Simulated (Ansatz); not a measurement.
## BN, pressure series

Start from BN in the zinc blende structure (space group F-43m, No. 216; a = 3.625 Å).

Cell and atoms are relaxed at each pressure.

Calculations: PBE (Ansatz, a quantum-chemistry and plane-wave program), scalar-relativistic without spin-orbit coupling.

```json
[
 {"case": "base", "electron mass": "0.91 mₑ along k, 0.30 mₑ across (at X)", "lattice parameter a": "3.625 Å", "smallest direct gap": "8.79 eV"},
 {"case": "pressure −2 GPa", "electron mass": "0.92 mₑ along k, 0.30 mₑ across (at X)", "lattice parameter a": "3.631 Å", "smallest direct gap": "8.77 eV"},
 {"case": "pressure −1 GPa", "electron mass": "0.92 mₑ along k, 0.30 mₑ across (at X)", "lattice parameter a": "3.628 Å", "smallest direct gap": "8.78 eV"},
 {"case": "pressure 1.8 GPa", "electron mass": "0.91 mₑ along k, 0.30 mₑ across (at X)", "lattice parameter a": "3.619 Å", "smallest direct gap": "8.82 eV"},
 {"case": "pressure 4.2 GPa", "electron mass": "0.91 mₑ along k, 0.30 mₑ across (at X)", "lattice parameter a": "3.611 Å", "smallest direct gap": "8.85 eV"},
 {"case": "pressure 9 GPa", "electron mass": "0.90 mₑ along k, 0.30 mₑ across (at X)", "lattice parameter a": "3.597 Å", "smallest direct gap": "8.90 eV"},
 {"case": "pressure 18 GPa", "electron mass": "0.90 mₑ along k, 0.30 mₑ across (at X)", "lattice parameter a": "3.571 Å", "smallest direct gap": "9.00 eV"},
 {"case": "pressure 30 GPa", "electron mass": "0.89 mₑ along k, 0.30 mₑ across (at X)", "lattice parameter a": "3.540 Å", "smallest direct gap": "9.13 eV"},
 {"case": "pressure 45 GPa", "electron mass": "0.87 mₑ along k, 0.29 mₑ across (at X)", "lattice parameter a": "3.505 Å", "smallest direct gap": "9.27 eV"},
 {"case": "pressure 60 GPa", "electron mass": "0.87 mₑ along k, 0.29 mₑ across (at X)", "lattice parameter a": "3.473 Å", "smallest direct gap": "9.41 eV"}
]
```

Load acts through the strain it causes; cell and atoms are relaxed under it. Masses are band curvatures over ±0.01 Å⁻¹ around the edge. Along k means along the line from Γ to the band edge. No phonon test of stability was made. No other phases were tried under pressure.
